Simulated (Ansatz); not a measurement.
Formation energies of neutral defects against the elements (graphite for carbon, diatomic gases, S8), in metastable 2H silicon carbide (eV), each at one geometry relaxed with PBE and evaluated in Ansatz (a program for electronic structure) with PBE, r2SCAN. Set-up: 96-site cell; 2×2×2 shifted k-points; charged states image-corrected; no spin–orbit coupling; no Hubbard U; corrections pass 1 eV, so highly charged states may be off by several tenths; flagged in the runs: for some of the defects a host whose relaxation on this sampling wasn't shown to rest, a strain field that reaches the edge of the cell.

| defect | PBE | r2SCAN |
|---|---|---|
| B on the C site | 2.27 | 2.53 |
| Mg on the Si site | 4.32 | 4.34 |
| Ge on the Si site | 1.37 | 1.34 |
| Al on the C site | 7.29 | 7.68 |
| Mo on the Si site | 3.87 | 3.65 |
| N on the Si site | 5.99 | 6.48 |
| Ta on the Si site | 3.28 | 3.15 |
| Ni on the Si site | 4.40 | 4.46 |
| C on the Si site | 3.61 | 4.16 |

PBE less r2SCAN: over the 9 rows with both numbers (drawn at random from the settled rows of this host; unsettled states are left out), mean -0.16 eV, median -0.07 eV, mean size 0.24 eV, from -0.55 to 0.22 eV.
